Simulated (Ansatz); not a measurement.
We consider MgS (model structure, started from the BeO type, P4₂/mnm, No. 136, 8 atoms in the cell), described by PBEsol (Ansatz, a first-principles code, plane waves, PAW).

Numerical settings: plane-wave cutoff 520 eV, 6×6×10 k mesh (along the axes of the cell as run), Fermi–Dirac smearing 0.01 eV, scalar-relativistic PAW data made under PBE.

Cell (relaxed at this level):

```
CELL_PARAMETERS angstrom
      6.80714     0.00000     0.00000
      0.00000     6.80714     0.00000
      0.00000     0.00000     4.06421
ATOMIC_POSITIONS crystal
  Mg 0.32645 0.67355 0.00000
  Mg 0.67355 0.32645 0.00000
  Mg 0.82645 0.82645 0.50000
  Mg 0.17355 0.17355 0.50000
  S  0.31159 0.31159 0.00000
  S  0.68841 0.68841 0.00000
  S  0.18841 0.81159 0.50000
  S  0.81159 0.18841 0.50000
```

Task: What does this level give for the band gap and bulk modulus?

Result: 
- band gap: 3.28 eV (on the SCF k mesh)
- bulk modulus: 49.9 GPa

Note: the bulk modulus is −V dP/dV from two relaxed cells at ±2 % in volume; the relaxation could raise the start's symmetry but not lower it, so the cell can be a saddle point.

Cost on a shared machine: roughly 3.0 core-minutes.

A model structure was made by putting elements into a prototype or built by hand; it is no filed structure, need not be a known phase, and can be a saddle point held by its symmetry.
